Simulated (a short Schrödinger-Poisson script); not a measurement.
System: MOS inversion layer, Al2O3 on p-type Si(111), at 400 K.

From the gate side: 4.4 nm Al2O3; 1300 nm Si, acceptors 1.1e17 cm⁻³.

Constants are typed, rounded textbook-type inputs, not results; the design itself was drawn at random and stands for no fabricated device. Al2O3: permittivity 9, conduction-band edge (eV) 2.7, gap (eV) 6.8, electron mass (mₑ) 0.3. Si: permittivity 11.7, conduction-band edge (eV) 0, gap (eV) 1.124, Nv at 300 K (cm⁻³) 3.1e19.

Channel valleys (confinement mass, in-plane density-of-states mass, number): Δ6 0.258, 0.358, 6. At the gate the conduction-band edge of layer 1 lies 2.77 eV − eVg above the Fermi level of the channel; the field vanishes at the back. Gaps are held at their typed values at every temperature. Mesh 0.03 nm at interfaces.

From a short Schrödinger-Poisson script (our own, NumPy): 1D Poisson equation in equilibrium, electrons quantum, Hartree (BenDaniel-Duke, 12 states a valley, the channel's in-plane mass for all, wave functions free to enter the dielectric), parabolic valleys, classical holes, full ionisation, no traps, pinning or gate leakage.

```tsv
Vg (V)	electrons (cm⁻²)	C (μF/cm²)	Δ6 E0 (meV from the Fermi level)
-0.1	3.46e9	0.126	323.0
0	4.14e10	0.246	236.6
0.1	2.71e11	0.660	170.7
0.2	7.71e11	0.975	133.4
0.3	1.43e12	1.13	111.0
0.4	2.16e12	1.23	95.6
0.5	2.94e12	1.29	83.9
0.6	3.76e12	1.33	74.6
0.7	4.61e12	1.37	66.7
0.8	5.47e12	1.40	60.0
0.9	6.35e12	1.42	54.1
1	7.24e12	1.44	48.8
1.1	8.14e12	1.46	44.1
1.2	9.06e12	1.47	39.7
1.3	9.98e12	1.48	35.7
1.4	1.09e13	1.49	31.9
1.5	1.18e13	1.51	28.4
1.6	1.28e13	1.51	25.1
```

Gate voltages with under 1e9 electrons/cm² are left out.

Task: At Vg = 1.6 V the lowest Δ6 subband lies at 25.1 meV from the Fermi level. How many electrons does it hold, and what share of all?

Result: The two-dimensional density of states is g m/(πħ²) = 8.97e11 cm⁻² meV⁻¹ (both spins), kT = 34.5 meV, so n = D kT ln(1 + exp(−E/kT)) = 1.22e13 cm⁻², 0.95 of the 1.28e13 cm⁻² in all.

Task: Compare the slope of the sheet density between 1.4 and 1.6 V with the geometric capacitance of the layers between gate and channel.

Result: q Δn/ΔV = 1.52 μF/cm²; ε0/Σ(t/ε) = 1.81 μF/cm². The ratio is 0.84: the channel acts as a further capacitance in series.
